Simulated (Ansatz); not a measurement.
Consider WC (space group P-6m2, No. 187; a = 2.913 Å, c = 2.836 Å; relaxed with 0.1 eV smearing). Axes: x lies along a and z along c of the hexagonal cell.

The values are results of DFT with r2SCAN, PAW potentials and a 500 eV plane-wave cutoff in Ansatz (a quantum-chemistry and plane-wave program), no spin-orbit coupling, earlier PAW set, not measurements.

Strains are applied to the cell and any free atomic positions relax; under biaxial strain the out-of-plane vector relaxes too.

One change was made to it. Results:

| quantity | base | after |
|---|---|---|
| shortest interatomic distance | 220.0 pm | 216.9 pm |
| pressure (mean of the normal stresses, compression positive) | 0.0 GPa | 12.7 GPa |

Q: Which change produced these results?
(A) tensor shear ε_xz = +0.22 %
(B) biaxial strain −0.86 %, plane normal [001], relaxed out of plane
(C) uniaxial strain ε_yy = −3.01 %

A: C, uniaxial strain ε_yy = −3.01 %. For comparison, the pressure in the other runs: biaxial strain −0.86 %, plane normal [001], relaxed out of plane gives 5.5 GPa; tensor shear ε_xz = +0.22 % gives 0.0 GPa.

No phonon test of stability was made. All final runs are without spin polarisation.
